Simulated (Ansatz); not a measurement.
Output of an Ansatz run (abridged):

```
WARN ansatz: RAYON_NUM_THREADS=1 ignored (pool sized by the plan → 1); use --threads N
basis.fft_grid_basis auto: the FFT boxes are laid along the combinations [[1, 0, -1], [0, 1, -1], [0, 0, 1]] of the cell's own vectors, 2.925, 2.925 and 4.670 …
Pseudopotentials: kind: paw
Pseudopotential: Li, paw, valence charge 3
Pseudopotential: H, paw, valence charge 1
Pseudopotential: F, paw, valence charge 7
Crystal: 4 atoms, lattice volume = 32.261 Å³
Basis set: ecut = 420 eV, 645 PW (Γ), FFT grids on a1−a3, a2−a3, a3, exchange–correlation on 40×40×64 points (8 copies of the dense FFT grid, shifted against one another)
Bands: 13, of which v1, the nominal top of the filled ones, is band 9 counted from 1 (8 counted from 0)
Symmetry: 6 space group operations
Space group: R3m (ITA 160), of the structure as read, at distance tolerance 3.2e-5 Å
k-points: 116 of 1000 (time reversal used)
PAW frozen core: F, regenerated for the run's functional, and the local potential with it
Initial density: superposition of atomic densities (neutral atoms: chi_scale 0, normalization atom), corrected by the library's trained network
Initial wavefunctions: pseudopotential atomic-orbital guess
Eigensolver: davidson
Functional: x = pbesol(κ = 0.804, μ = 0.12345679012345678), c = pbesol(β = 0.046)
SCF iter   1: F=—  HF=-1823.345490 eV  |F-HF|=—  |Δ(HF+E_count)|=         —  Δρ=1.24e-2  dr2=2.90e-2  ethr=1.77e-3  ⟨swp⟩=4.0  Hψ=7433  notcnv=0  defer=159
all-band conjugate gradients solve this SCF's bands
preconditioner: auto → none
SCF iter   2: F=—  HF=-1823.337490 eV  |F-HF|=—  |Δ(HF+E_count)|=   8.00e-3  Δρ=4.16e-3  dr2=2.62e-3  ethr=1.61e-4  ⟨swp⟩=2.1  Hψ=3411  notcnv=0  defer=232
SCF iter   3: F=—  HF=-1823.336715 eV  |F-HF|=—  |Δ(HF+E_count)|=   7.75e-4  Δρ=8.17e-4  dr2=7.71e-5  ethr=1.46e-5  ⟨swp⟩=2.0  Hψ=2430  notcnv=0  defer=232
SCF iter   4: F=—  HF=-1823.336817 eV  |F-HF|=—  |Δ(HF+E_count)|=   1.03e-4  Δρ=1.86e-4  dr2=4.91e-6  ethr=4.29e-7  ⟨swp⟩=2.0  Hψ=2784  notcnv=0  defer=232
SCF iter   5: F=—  HF=-1823.336823 eV  |F-HF|=—  |Δ(HF+E_count)|=   6.08e-6  Δρ=7.71e-5  dr2=9.48e-7  ethr=2.73e-8  ⟨swp⟩=2.5  Hψ=2455  notcnv=0  defer=232
SCF iter   6: F=-1823.336824 eV  HF=-1823.336824 eV  |F-HF|=1.94e-7  |Δ(HF+E_count)|=   4.64e-7  Δρ=2.23e-5  dr2=5.63e-8  ethr=5.56e-10  ⟨swp⟩=5.9  Hψ=8213  notcnv=0
SCF 1 converged in 6 iterations: F = -1823.336824 eV  dr2 = 5.63e-8
SCF converged after 6 iterations
Free energy (F): -1823.336824 eV
Harris-Foulkes:  -1823.336824 eV  (|F-HF|=1.94e-7)
Internal energy: -1823.336824 eV  (E = F + TS)
E sigma→0 (E₀):  -1823.336824 eV
Fermi energy:    -0.724345 eV
--- Per-component energies (eV) ---
  E_band       = -194.907463
  E_kinetic    = 449.552284
  E_local      = -1346.626371  (includes V_loc(G=0)·N_el)
  E_nonlocal   = 116.431986
  E_hartree    = 479.632404
  E_xc         = -177.252684
  E_vxc        = -228.813568  (∫ρ·V_xc dr)
  E_paw        = -408.068034  (= ΣΔE_a)
  E_vpaw       = -144.721941  (= ΣTr[D̂ρ^β])
  E_aug_tail   = 0.003460  (compensation charges beyond the density's cutoff)
  E_ewald      = -937.094754
  E_core_change = 0.084885  (= ΣΔE_core)
  E_smearing   = -0.000000  (= −TS)
  E_closure    = -0.000000  (closes the sum)
  Σ components = -1823.336824   (vs F -1823.336824, Δ=0.00e0)
--- Forces (eV/Å), atoms counted from 1 ---
  atom   1  Li    -0.00000000    -0.00000000    -0.21353156
  atom   2  H      0.00000000     0.00000000     0.22603292
  atom   3  F     -0.00000000    -0.00000000    -0.14369463
  atom   4  F      0.00000000     0.00000000     0.13112044
  max |Σ_I F_I| component: 7.28e-5 eV/Å
--- Stress (GPa, compression-positive) ---
        2.462148       0.000000       0.000000
        0.000000       2.462148       0.000000
        0.000000       0.000000       3.938697
  P = ⅓ Tr σ = 2.9543 GPa (29.543 kbar)
  The stress holds the Pulay correction. Without it, at fixed plane waves, as pw.x and ABINIT print it: P = 2.1015 GPa
--- Band table (eV; the first three rows and the last of 116) ---
  k-point 0: bands = ["-40.5685", "-21.8327", "-20.2940", "-6.6037", "-1.2490", "-1.2490", "-1.0345", "-0.8874", "-0.8874", "7.5918", "12.3491", "16.4068", "17.9178"]
  k-point 1: bands = ["-40.5652", "-21.8019", "-20.2789", "-6.5539", "-1.5038", "-1.2886", "-1.1287", "-0.9545", "-0.9251", "7.9048", "12.6755", "16.2869", "17.7583"]
  k-point 2: bands = ["-40.5566", "-21.7198", "-20.2396", "-6.4232", "-2.0941", "-1.4575", "-1.3895", "-1.0549", "-1.0257", "8.6943", "13.5215", "15.8402", "17.4814"]
  k-point 115: bands = ["-40.5682", "-21.5859", "-20.6389", "-5.4540", "-2.6154", "-1.3975", "-1.3975", "-0.7243", "-0.7243", "8.5361", "11.7260", "15.3377", "19.1741"]
```

The structure:

```xyz
4
Lattice="1.4626 0.8444 4.3536 -1.4626 0.8444 4.3536 0.0000 -1.6888 4.3536" Properties=species:S:1:pos:R:3 pbc="T T T"
Li     0.0000     0.0000     0.0500
H      0.0000     0.0000     6.5304
F      0.0000     0.0000     5.3981
F      0.0000     0.0000     7.6627
```

Task: Reconstruct the input of this run.

Result: Other spellings and defaults could give the same log, and not every line can be read from it. The input that was run (DFT, PBEsol, plane waves, default PAW files made with PBE):

Ansatz 0.2 input:
```yaml
crystal:
  lattice:
    - [1.46258400, 0.84442300, 4.35359000]
    - [-1.46258400, 0.84442300, 4.35359000]
    - [0.00000000, -1.68884600, 4.35359000]
  atoms:
    - { symbol: Li, position: [0.00382800, 0.00382800, 0.00382800] }
    - { symbol: H, position: [0.50000000, 0.50000000, 0.50000000] }
    - { symbol: F, position: [0.41330700, 0.41330700, 0.41330700] }
    - { symbol: F, position: [0.58669300, 0.58669300, 0.58669300] }
basis:
  ecutwfc: 420.0
kpoints:
  mp_grid:
    grid: [10, 10, 10]
hamiltonian:
  xc: pbesol
  pseudopotentials:
    kind: paw
scf:
  occupations:
    method: fixed
output:
  forces: true
  eigenvalues: true
  stress: true
```

The starting cell comes from a database of computed structures (which also holds hypothetical and non-ambient phases and stackings), without a prior relaxation at this level. Its lattice was rescaled by up to half a per cent. One atom was moved a little off its site on purpose. Ansatz's pressure includes its estimate of the finite-basis (Pulay) stress. Without the estimate this run gives 2.10 GPa.

Ansatz is a first-principles code.
